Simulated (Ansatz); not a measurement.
# How the lattice constant a of Cu₃HO (model structure, started from the Li3OCl type, Pm-3m, No. 221, 5 atoms in the cell) moves with the method

No measured value is used here.

| level (code) | value (Å) |
|---|---|
| LDA (Ansatz) | 3.790 |
| PBE (Ansatz) | … |
| PBEsol (Ansatz) | 3.844 |
| r²SCAN (Ansatz) | 3.868 |

**Question.** Some entries are withheld; supply them.

**Answer.** 
- PBE (Ansatz, a program for electronic structure), value (Å): 3.918

Cutoffs differ between the levels. Ansatz's density-functional and Hartree–Fock values are scalar-relativistic unless marked +SOC, with PAW data made under PBE.

A model structure was made by putting elements into a prototype or built by hand; it is no filed structure, need not be a known phase, and can be a saddle point held by its symmetry.
